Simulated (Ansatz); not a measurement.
## Lu on the Hf site (monoclinic HfO2 host)

These are PBE, PAW (plane waves to 420 eV; Ansatz, a program for electronic structure) values and carry that method's errors. The supercell holds 96 host sites (2×2×2 repeats of the unit cell), with a 2×2×2 shifted k-point sampling for the final energies. Site at the start: the Hf site. Energies of charged states are corrected for periodic images (point charge plus alignment at distant sites). Dielectric constants: PBE linear response of the host. Host gap at this level: 4.04 eV. Finite-size and sampling errors can reach tenths of an eV here. Levels are measured in PBE's own, too narrow, gap. Spin–orbit coupling is left out, which matters for these heavy elements. Each state is the lowest found from its start.

```tsv
charge	moment (μB)	point group	largest move off a lattice site (Å)	image correction with alignment (eV)
+1†	not spin-polarised	–	0.10	-0.03
0*	1.0	C1	0.10	–
−1	not spin-polarised	C1	0.10	0.12
```

* At this level the carrier isn't localised at the defect: at charge 0 holes occupy the valence band. Such a state is shallow or no state of the defect, and this cell gives it no level.

† Not settled in this cell, so no level is given: charge +1: a level filled in part, carriers not clearly localised, level within 0.1 eV of a band edge or past it.

Point groups are those of the whole cell at tolerances of 0.03 and 0.1 Å ("near" where only the looser one holds); none is given for unsettled states.

Flagged in the runs: a host whose relaxation on this sampling wasn't shown to rest, a strain field that reaches the edge of the cell.

All states together cost about 7 core-hours (a rough figure).
